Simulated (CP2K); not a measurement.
# Variants of one calculation on LaAs2Ir2 (P4/nmm, 10 atoms in the cell)

```
CELL_PARAMETERS angstrom
      4.33767     0.00000     0.00000
      0.00000     4.33767     0.00000
      0.00000     0.00000    10.06353
ATOMIC_POSITIONS crystal
  La 0.00000 0.50000 0.24704
  La 0.50000 0.00000 0.75296
  As 0.00000 0.00000 0.00000
  As 0.50000 0.50000 0.00000
  As 0.00000 0.50000 0.63892
  As 0.50000 0.00000 0.36108
  Ir 0.00000 0.00000 0.50000
  Ir 0.50000 0.50000 0.50000
  Ir 0.00000 0.50000 0.88374
  Ir 0.50000 0.00000 0.11626
```

Base run A: PBEsol, GPW, DZVP-MOLOPT-SR-GTH basis, GTH-PBE potentials (GTH_POTENTIALS) (CP2K 2026.2), self-consistent single point.

Its settings: CUTOFF = 500 Ry; REL_CUTOFF = 50 Ry; SMEAR/METHOD = METHFESSEL_PAXTON; SIGMA = 0.136 eV; KPOINTS/SCHEME = MONKHORST-PACK 4 4 2; GAMMA_CENTERED = T; XC_FUNCTIONAL = PBE:PBESOL; La/BASIS_SET = DZVP-MOLOPT-SR-GTH-q11; La/POTENTIAL = GTH-PBE-q11; As/BASIS_SET = DZVP-MOLOPT-SR-GTH-q5; As/POTENTIAL = GTH-PBE-q5; Ir/BASIS_SET = DZVP-MOLOPT-SR-GTH-q17; Ir/POTENTIAL = GTH-PBE-q17; METHOD = GPW; EPS_DEFAULT = 1e-11; NGRIDS = 5; SCF_GUESS = ATOMIC; EPS_SCF = 1e-06; MAX_SCF = 100; ADDED_MOS = 18.

The starting cell comes from a database of computed structures (which also holds hypothetical and non-ambient phases and stackings), without a prior relaxation at this level. Its lattice was rescaled by a random factor within 2.5 % of one. Spin polarisation is off. Values carry the incompleteness of an atom-centred basis. The potentials were made for another functional than the one used. Without a gap this mesh is coarse (it stands for a supercell whose shortest vector is 17 Å).

ΔF is the free energy per atom less that of run A. Total energies depend on the potentials, the functional and any Hubbard or dispersion term, so they are compared only between runs that share all of them.

Run A gave: pressure (GPa) -2.36; largest force (eV/Å) 0.241; basis size 208.

Runs:
- B: La/BASIS_SET: DZVP-MOLOPT-SR-GTH-q11 → TZVP-MOLOPT-SR-GTH-q11; As/BASIS_SET: DZVP-MOLOPT-SR-GTH-q5 → TZVP-MOLOPT-SR-GTH-q5; Ir/BASIS_SET: DZVP-MOLOPT-SR-GTH-q17 → TZVP-MOLOPT-SR-GTH-q17
- C: La/BASIS_SET: DZVP-MOLOPT-SR-GTH-q11 → TZV2P-MOLOPT-SR-GTH-q11; As/BASIS_SET: DZVP-MOLOPT-SR-GTH-q5 → TZV2P-MOLOPT-SR-GTH-q5; Ir/BASIS_SET: DZVP-MOLOPT-SR-GTH-q17 → TZV2P-MOLOPT-SR-GTH-q17

### Question
What does run C change against A?

### Answer
The free energy drops by 63.9 meV/atom, the pressure goes from -2.36 to -3.17 GPa and the largest force moves little (0.241 to 0.243 eV/Å).

### Question
What does run B change against A?

### Answer
The free energy falls by 51.8 meV/atom, the pressure goes from -2.36 to -3.07 GPa and the largest force hardly changes (0.241 to 0.248 eV/Å).

```tsv
run	ΔF (meV/atom)	pressure (GPa)	largest force (eV/Å)	basis size
A	0.00	-2.36	0.241	208
B	-51.8	-3.07	0.248	278
C	-63.9	-3.17	0.243	340
```
